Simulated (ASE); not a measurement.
Pair distribution function (P-Si) of ZnSiP2 (chalcopyrite), cell Zn16Si16P32, begun in the crystal structure [in the run: it stayed crystalline; mean temperature 292 K (target 300 K); density 3.30 g/cm³, volume +3 % from the start crystal's], from MD at 292 K. Calculation: the machine-learned potential CHGNet 0.3.0 in ASE. Volume per atom 19.57 Å³, mean pressure 0.0 GPa. 

(r (Å), g(r)): (1.42, 0.00); (1.46, 0.00); (1.50, 0.00); (1.54, 0.00); (1.58, 0.00); (1.62, 0.00); (1.66, 0.00); (1.70, 0.00); (1.74, 0.00); (1.78, 0.00); (1.82, 0.00); (1.86, 0.00); (1.90, 0.00); (1.94, 0.00); (1.98, 0.00); (2.02, 0.00); (2.06, 0.07); (2.10, 0.45); (2.14, 2.14); (2.18, 6.47); (2.22, 11.0); (2.26, 12.3); (2.30, 11.0); (2.34, 8.40); (2.38, 4.68); (2.42, 2.22); (2.46, 0.89); (2.50, 0.21); (2.54, 0.09); (2.58, 0.01); (2.62, 0.01); (2.66, 0.00); (2.70, 0.00); (2.74, 0.00); (2.78, 0.00); (2.82, 0.00); (2.86, 0.00); (2.90, 0.00); (2.94, 0.00); (2.98, 0.00); (3.02, 0.00); (3.06, 0.00); (3.10, 0.00); (3.14, 0.00); (3.18, 0.00); (3.22, 0.00); (3.26, 0.00); (3.30, 0.00); (3.34, 0.00); (3.38, 0.00); (3.42, 0.00); (3.46, 0.00); (3.50, 0.00); (3.54, 0.00); (3.58, 0.00); (3.62, 0.00); (3.66, 0.00); (3.70, 0.00); (3.74, 0.00); (3.78, 0.00); (3.82, 0.00); (3.86, 0.00); (3.90, 0.01); (3.94, 0.02); (3.98, 0.05); (4.02, 0.09); (4.06, 0.20); (4.10, 0.29); (4.14, 0.50); (4.18, 0.87); (4.22, 1.26); (4.26, 1.67); (4.30, 2.28); (4.34, 2.82); (4.38, 3.39); (4.42, 3.82); (4.46, 4.22); (4.50, 4.24); (4.54, 3.93); (4.58, 3.76); (4.62, 3.28); (4.66, 2.69); (4.70, 2.13); (4.74, 1.49); (4.78, 1.15); (4.82, 0.78); (4.86, 0.49); (4.90, 0.34); (4.94, 0.22); (4.98, 0.10)

**Question.** From these data, give where the first shell ends and the number of neighbours in it.

**Answer.** g is nil from 2.6 to 3.9 Å, so any cut there serves; 2.0 Si round each P and 4.0 P round each Si in the shell, from n = 4πρ∫r²g(r)dr.
